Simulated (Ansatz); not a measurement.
Input and output of a self-consistent single point for Sr3Mg (I4/mmm, 4 atoms in the cell) (Ansatz, an electronic-structure program).

Method of the run: PBEsol, default PAW files made with PBE (plane waves; Ansatz).

```
Sr3Mg
1.0
   -2.76478     2.76478     5.92435
    2.76478    -2.76478     5.92435
    2.76478     2.76478    -5.92435
Sr Mg
3 1
Direct
  0.50000   0.50000   0.00000
  0.25000   0.75000   0.50000
  0.75000   0.25000   0.50000
  0.00000   0.00000   0.00000
```

Reference input (self-consistent single point, DFT, PBEsol, plane waves, default PAW files made with PBE): basis.ecutwfc = 420 eV; kpoints.mp_grid.grid = 9 9 9; kpoints.mp_grid.shift = 0.5 0.5 0.5; hamiltonian.xc = pbesol; hamiltonian.pseudopotentials = {kind: paw} (the program's default PAW files); scf.occupations.method = cold; scf.occupations.width = 0.136 eV. This run's input differs from it in these lines:

Ansatz 0.2 input:
```diff
@@ -12,3 +12,3 @@
 basis:
-  ecutwfc: 420.0
+  ecutwfc: 210.0
 kpoints:
```

Output (repeated stretches shortened):

```
SCF iter   1: F=—  HF=-12386.569728 eV  |F-HF|=—  |Δ(HF+E_count)|=         —  Δρ=1.04e-2  dr2=6.78e-2  ethr=1.77e-3  ⟨swp⟩=6.4  Hψ=8287  notcnv=0
all-band conjugate gradients solve this SCF's bands
preconditioner: auto → Kerker (q_TF=auto, 2.121 Å⁻¹)
SCF iter   2: F=—  HF=-12386.534654 eV  |F-HF|=—  |Δ(HF+E_count)|=   3.51e-2  S|Δr|=    0.00e0  Δρ=4.62e-3  dr2=1.62e-2  ethr=1.69e-4  ⟨swp⟩=2.0  Hψ=2700  notcnv=0
   [... lines left out ...]
SCF iter   5: F=—  HF=-12386.531313 eV  |F-HF|=—  |Δ(HF+E_count)|=   3.41e-5  S|Δr|=    0.00e0  Δρ=4.22e-5  dr2=5.25e-6  ethr=5.32e-7  ⟨swp⟩=2.0  Hψ=2095  notcnv=0
SCF iter   6: F=—  HF=-12386.531275 eV  |F-HF|=—  |Δ(HF+E_count)|=   3.77e-5  S|Δr|=    0.00e0  Δρ=1.17e-5  dr2=4.06e-7  ethr=1.31e-8  ⟨swp⟩=2.0  Hψ=2138  notcnv=0
SCF iter   7: F=-12386.531275 eV  HF=-12386.531275 eV  |F-HF|=1.25e-8  |Δ(HF+E_count)|=   2.80e-8  S|Δr|=    0.00e0  Δρ=2.36e-6  dr2=2.73e-8  ethr=2.50e-10  ⟨swp⟩=6.2  Hψ=8101  notcnv=0
SCF 1 converged in 7 iterations: F = -12386.531275 eV  dr2 = 2.73e-8
Stability not checked (fill_not_monotonic)
Free energy (F): -12386.531275 eV
Internal energy: -12386.525444 eV  (E = F + TS)
E sigma→0 (E₀):  -12386.529331 eV
Entropy (-TS):   -0.005831 eV (-1.458 meV/atom)
Fermi energy:    5.232975 eV
--- Forces (eV/Å), atoms counted from 1 ---
  atom   1  Sr     0.00000000     0.00000000     0.00000000
   [... zero for the other atoms too ...]
--- Stress (GPa, compression-positive) ---
       -0.443683       0.000000       0.000000
        0.000000      -0.443683      -0.000000
       -0.000000       0.000000      -0.821053
  P = ⅓ Tr σ = -0.5695 GPa (-5.695 kbar)
  The stress holds the Pulay correction. Without it, at fixed plane waves, as pw.x and ABINIT print it: P = -10.7577 GPa
```

The run converged in 7 iterations. Against the reference run the free energy goes up by 485 meV/atom and the pressure moves little (-0.61 to -0.57 GPa).

The starting cell comes from a database of computed structures (which also holds hypothetical and non-ambient phases and stackings), without a prior relaxation at this level. Ansatz's pressure includes its estimate of the finite-basis (Pulay) stress. Without the estimate this run gives -10.76 GPa. The cutoff lies below the one recommended for these files.
